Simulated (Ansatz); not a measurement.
The parent structure is Mg in the hcp (Mg type) structure (space group P6_3/mmc, No. 194; a = 3.1952 Å, c = 5.1966 Å; relaxed with 0.1 eV smearing).

Calculations: Ansatz (an electronic-structure program) PBE, no spin-orbit coupling.

Strains are applied to the cell and any free atomic positions relax.

One change was made to it. Results:

| quantity | base | after |
|---|---|---|
| energy relative to the base (free energy F) | 0 meV/atom | +23 meV/atom |
| pressure (mean of the normal stresses, compression positive) | 0.0 GPa | 3.9 GPa |

Which of these changes matches the shifts?
A. isotropic strain +2.50 %
B. isotropic strain −1.00 %
C. isotropic strain −2.50 %
D. isotropic strain −3.00 %
E. isotropic strain +0.50 %

D, isotropic strain −3.00 %. For comparison, the energy relative to the base in the other runs: isotropic strain +2.50 % gives +13 meV/atom; isotropic strain +0.50 % gives +0.6 meV/atom; isotropic strain −1.00 % gives +2.4 meV/atom; isotropic strain −2.50 % gives +16 meV/atom.

No phonon test of stability was made.
